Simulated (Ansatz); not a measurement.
A computed series for BAs: response to strain

Consider BAs in the zinc blende structure (space group F-43m, No. 216; a = 4.732 Å). Axes: x, y, z lie along the cube axes.

Strains are applied to the cell and any free atomic positions relax; under biaxial strain the out-of-plane vector relaxes too.

Computed with LDA/PAW in Ansatz (a first-principles code), no spin-orbit coupling.

Notes on the quantities. energy relative to the base: free energy F.

```tsv
biaxial strain, plane normal [001], relaxed out of plane (%)	energy relative to the base (meV/atom)
-3	25.9
-2.5	17.8
-2	11.3
-1.5	6.3
-1	?
-0.5	0.7
0	0.0
```

Task: Fit ΔE = Aε² + Bε³ (ε in %) to the rows shown and predict the withheld row.

Result: Least squares on the printed values gives A = 2.72 and B = -0.053 meV/atom (largest residual 0.0 meV/atom); this predicts 2.8 meV/atom, and the run gives 2.8 meV/atom, in agreement.

No phonon test of stability was made.
